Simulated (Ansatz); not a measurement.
# Work function of Ag(100) slab by several functionals

All runs by Ansatz (plane waves, PAW, no spin-orbit coupling): 7 layers on the in-plane lattice of PBE, ions relaxed at each level.

| level | work function (eV) | rough cost against PBE (one kind of shared host) |
|---|---|---|
| LDA | 4.63 | within a factor of 2 |
| PBE | 4.29 | 1 |
| PBEsol | (withheld) | within a factor of 2 |
| r2SCAN | (withheld) | about 3 times |

Task: Complete the blanks.

Result: 
- PBEsol, work function (eV): 4.38
- r2SCAN, work function (eV): 4.21

Task: Which level lies nearest to measurement, and on which side does PBE miss?

Result: Measured (this face): 4.36 eV (measured; Abhirup Patra, Jefferson E. Bates, Jianwei Sun et al., Proceedings of the National Academy of Sciences (2017), arXiv:1702.08515). Misses: LDA +0.27, PBE -0.07, PBEsol +0.02, r2SCAN -0.15 eV. Nearest is PBEsol, though measured values of one face scatter by 0.1 eV or more.

Ansatz is an electronic-structure program.
